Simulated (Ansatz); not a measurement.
Cost and result by functional for the surface energy of the (210) surface of bcc K in its 1x1 cell, outermost plane spacing 1.18 Å in the ideal cut, in Ansatz (plane waves, PAW). Single points on the PBE structure, on one kind of machine; costs are rough ratios of the slab run's core time (references not counted) to the cheapest single point. r2SCAN's cost holds its higher cutoff (500 against 420 eV). Differences are taken against r2SCAN for comparison alone: no measured value is at hand, so the table doesn't rank accuracy.

Set-up: 10 atoms, 10.6 Å thick at the start; mesh 7x4x1; 0.1 eV smearing; dipole correction on; all atoms relaxed; start symmetry kept, larger cells not searched; no spin, no spin-orbit, no U. These notes are the PBE run's.

| functional | relative cost | surface energy (J/m²) | less r2SCAN (J/m²) |
|---|---|---|---|
| LDA | 1 | 0.14 | 0.01 |
| PBEsol | 1 | 0.13 | 0.00 |
| RPBE | 1 | 0.10 | -0.03 |
| r2SCAN | 2 | 0.13 | 0.00 |
| PBE (the relaxed run's value) | – | 0.12 | -0.01 |

The values span 0.04 J/m², while the single points' costs differ by a factor of roughly 2. Differences are of unrounded values.

Ansatz is a first-principles code.
